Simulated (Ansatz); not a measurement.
This concerns the formation energy of ScAl3 (Cu3Au type, Pm-3m) from the elements. Reaction: Sc (hcp) + 3 Al (fcc) → ScAl3 (Cu3Au type). A negative value means that the right-hand side lies lower. The value is per atom of the solid.

ScAl3 (Cu3Au type, Pm-3m), 4 atoms in the cell, k-point mesh 12×12×12 on the run's own vectors.
```yaml
crystal:
  lattice:
    - [4.10691, 0.00000, 0.00000]
    - [0.00000, 4.10691, 0.00000]
    - [0.00000, 0.00000, 4.10691]
  atoms:
    - { symbol: Sc, position: [0.00000, 0.00000, 0.00000] }
    - { symbol: Al, position: [0.50000, 0.00000, 0.50000] }
    - { symbol: Al, position: [0.00000, 0.50000, 0.50000] }
    - { symbol: Al, position: [0.50000, 0.50000, 0.00000] }
```

Sc (hcp, P6₃/mmc), 2 atoms in the cell, k-point mesh 24×24×12 on the run's own vectors. Conventional cell: a = b = 3.3177 Å, c = 5.1849 Å, α = β = 90.00°, γ = 120.00°.

Al (fcc, Fm-3m), 1 atom in the cell, k-point mesh 26×26×26 on the run's own vectors. Conventional cell: a = 4.0416 Å, b = 4.0416 Å, c = 4.0416 Å, α = 90.00°, β = 90.00°, γ = 90.00°.

Computed with Ansatz (plane waves, PAW), its default PAW set, cutoff 420 eV. The structures are at rest with PBE. Neutral cells; Fermi-Dirac smearing of at most 0.10 eV in the solids, energies taken to zero width. A dispersion term (D3(BJ), or D4 for r2SCAN) was computed beside these levels and is taken off wherever the name lacks it. Static lattices, no vibrational contributions.

**Question.** Estimate the value that PBE returns for this input.

**Answer.** -0.45 eV/atom, for Sc (hcp) + 3 Al (fcc) → ScAl3 (Cu3Au type).

Ansatz is an electronic-structure program.
